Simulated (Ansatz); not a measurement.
The (31-43) surface of hcp Re in its 1x1 cell, outermost plane spacing 0.10 Å in the ideal cut

These are r2SCAN, at the PBE geometry (plane waves to 500 eV, PAW; Ansatz, an electronic-structure program) values and carry that method's errors.

Set-up: 36 atoms, 10.5 Å thick at the start (thin: gaps and levels are the slab's own); mesh 7x4x1; 0.1 eV smearing; dipole correction on; single point; on the structure that PBE left under its start's symmetry; no spin, no spin-orbit, no U.

| Property | Value |
|---|---|
| surface energy (mean of both faces) | 3.67 J/m² |
| work function of the top face | 4.73 eV |
| cost | around 40 core-minutes (rough) |
